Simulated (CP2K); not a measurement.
A self-consistent single point of SnO (P4/nmm, 4 atoms in the cell) with CP2K.

Computed with LDA (Pade form), GPW, DZVP-MOLOPT-SR-GTH basis, GTH-PADE potentials (GTH_POTENTIALS) run with CP2K.

```
CELL_PARAMETERS angstrom
      3.79126     0.00000     0.00000
      0.00000     3.79126     0.00000
      0.00000     0.00000     4.82887
ATOMIC_POSITIONS crystal
  Sn 0.50000 0.00000 0.76200
  Sn 0.00000 0.50000 0.23800
  O  0.50000 0.50000 0.00000
  O  0.00000 0.00000 0.00000
```

Reference input (self-consistent single point, DFT PBE, GPW, DZVP-MOLOPT-SR-GTH basis, GTH-PBE potentials (GTH_POTENTIALS)): CUTOFF = 450 Ry; REL_CUTOFF = 60 Ry; SMEAR/METHOD = FERMI_DIRAC; ELECTRONIC_TEMPERATURE = 232.09 K; KPOINTS/SCHEME = MONKHORST-PACK 7 7 6; GAMMA_CENTERED = T; XC_FUNCTIONAL = PBE; Sn/BASIS_SET = DZVP-MOLOPT-SR-GTH-q4; Sn/POTENTIAL = GTH-PBE-q4; O/BASIS_SET = DZVP-MOLOPT-SR-GTH-q6; O/POTENTIAL = GTH-PBE-q6; METHOD = GPW. This run's input differs from it in these lines:

```diff
@@ -44,3 +44,3 @@
     &XC
-      &XC_FUNCTIONAL PBE
+      &XC_FUNCTIONAL PADE
       &END XC_FUNCTIONAL
@@ -78,3 +78,3 @@
       BASIS_SET DZVP-MOLOPT-SR-GTH-q4
-      POTENTIAL GTH-PBE-q4
+      POTENTIAL GTH-PADE-q4
     &END KIND
@@ -82,3 +82,3 @@
       BASIS_SET DZVP-MOLOPT-SR-GTH-q6
-      POTENTIAL GTH-PBE-q6
+      POTENTIAL GTH-PADE-q6
     &END KIND
```

Output, abridged:

```
 SCF WAVEFUNCTION OPTIMIZATION

  Step     Update method      Time    Convergence         Total energy    Change
     1 NoMix/Diag. 0.20E+00      -     0.40194163       -39.2917941685 -3.93E+01
     2 Broy./Diag. 0.20E+00      -     0.14460478       -35.8113412138  3.48E+00
     3 Broy./Diag. 0.20E+00      -     0.19171488       -37.9445735175 -2.13E+00
     4 Broy./Diag. 0.20E+00      -     0.03007518       -39.4449591424 -1.50E+00
     5 Broy./Diag. 0.20E+00      -     0.03148513       -38.9582165499  4.87E-01
     6 Broy./Diag. 0.20E+00      -     0.00341021       -39.2436959700 -2.85E-01
   [... 4 lines left out ...]
    11 Broy./Diag. 0.20E+00      -     0.00003805       -39.2150161484  1.50E-04
    12 Broy./Diag. 0.20E+00      -     0.00001438       -39.2151591374 -1.43E-04
    13 Broy./Diag. 0.20E+00      -     0.00000134       -39.2151286797  3.05E-05
    14 Broy./Diag. 0.20E+00      -     0.00000091       -39.2151454555 -1.68E-05
  *** SCF run converged in    14 steps ***

  Overlap energy of the core charge distribution:               0.00000000674653
  Self energy of the core charge distribution:                -96.94460151546632
  Core Hamiltonian energy:                                     26.57599360460412
  Hartree energy:                                              40.17589449750755
  Exchange-correlation energy:                                 -9.02243176321635
  Electronic entropic energy:                                  -0.00000028573923
  Fermi energy:                                                 0.19007198426649

  Total energy:                                               -39.21514545554985
  Total energy (extrapolated to T->0):                        -39.21514531268024

   [... lines left out ...]

 STRESS| Analytical stress tensor [bar]
 STRESS|                        x                   y                   z
 STRESS|      x       -1.29486040093E+04   3.41230933773E-04   1.25649756697E-04
 STRESS|      y        3.41230933773E-04  -1.29486069356E+04  -1.17940842097E-04
 STRESS|      z        1.25649756697E-04  -1.17940842097E-04  -1.60568062260E+04
 STRESS| 1/3 Trace                                            -1.39846723903E+04
```

The run converged in 14 iterations. Against the reference run the pressure goes from 8.17 to -1.40 GPa, the largest force goes from 0.859 to 0.080 eV/Å and the gap on the mesh goes from 0.171 to 0.274 eV.

The starting cell has typed, rounded lattice constants, without a prior relaxation at this level. Its lattice was rescaled by a random factor within 2.5 % of one. Values carry the incompleteness of an atom-centred basis.

Cost on one core of a shared machine: roughly 30 s.
